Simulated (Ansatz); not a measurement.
Results of PBEsol (PAW; Ansatz, a first-principles code) for Ir (model structure, started from the diamond type, Fd-3m, No. 227, 2 atoms in the cell).

Numerical settings: plane-wave cutoff 520 eV, 18×18×18 k mesh, Fermi–Dirac smearing 0.05 eV, no spin polarisation, scalar-relativistic PAW data made under PBE.

Cell (relaxed at this level):

```cif
data_Ir8
_chemical_formula_sum 'Ir8'
_space_group_name_H-M_alt 'Fd-3m :1'
_space_group_IT_number 227
_space_group_name_Hall 'F 4d 2 3 -1d'
_cell_length_a 5.50592
_cell_length_b 5.50592
_cell_length_c 5.50592
_cell_angle_alpha 90.000
_cell_angle_beta 90.000
_cell_angle_gamma 90.000
loop_
_atom_site_label
_atom_site_type_symbol
_atom_site_symmetry_multiplicity
_atom_site_Wyckoff_symbol
_atom_site_fract_x
_atom_site_fract_y
_atom_site_fract_z
_atom_site_occupancy
Ir1 Ir 8 b 0.50000 0.50000 0.50000 1
```
(The calculation used a cell of 2 atoms; values per cell refer to that cell.)

Question: Give the computed bulk modulus B0.

Answer: 
bulk modulus B0: 207 GPa

Note: the run has no spin polarisation, so it can have missed a magnetic state; the bulk modulus is −V dP/dV from two relaxed cells at ±2 % in volume; the relaxation could raise the start's symmetry but not lower it, so the cell can be a saddle point.

Spin–orbit coupling is not included.

The computed numbers hold no vibrational or temperature effects.

It cost roughly 50 core-seconds of CPU time.

A model structure was made by putting elements into a prototype or built by hand; it is no filed structure, need not be a known phase, and can be a saddle point held by its symmetry.
